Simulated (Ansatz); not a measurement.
# Point-defect migration in alpha Ga2O3

Some mobile defects of alpha Ga2O3. Calculation: PBE, PAW (plane waves to 420 eV; Ansatz, an electronic-structure program).

Each figure is the lowest single hop between equivalent sites among the routes that converged and passed our checks, counted from the lowest site run. It need not be the barrier to long-range diffusion, and untried routes may lie lower. Climbing-image NEB, static nuclei, fixed cells, no finite-size correction; on the finer meshes named, energies are single points at the band's geometries. Saddle orders were checked for a part of the study's bands only and are not shown. Vacancies start on their lattice site; split forms were not set up. Charge states are imposed.

```csv
Defect,Route,Hop (Å),Direction in the unit cell,Neighbours at the saddle,Cell
"interstitial O, charge -2",O moves farthest,1.17,"(0.24, 0.02, -0.02)","Ga at 1.89, Ga at 1.94, Ga at 1.97, Ga at 2.43; O at 2.22, O at 2.35, O at 2.41 Å","120 sites, 2×2×2 shifted along c"
"O vacancy, charge +2",a nearby O jumps into the vacancy,2.46,"(-0.56, -0.28, 0.00)","2 Ga at 1.91, 2 Ga at 2.25 Å","120 sites, 2×2×2 shifted along c"
"interstitial H, charge +1",H moves farthest,1.25,"(0.25, 0.17, -0.04)","Ga at 2.01; O at 1.20, O at 1.26 Å","120 sites, 2×2×2 shifted along c"
```

Question: Order these hops by barrier, lowest first, with values.

Answer: interstitial H, charge +1: 0.21 eV; interstitial O, charge -2: 0.55 eV; O vacancy, charge +2: 0.68 eV. Gaps under about 0.1 eV are within the calculation's error.
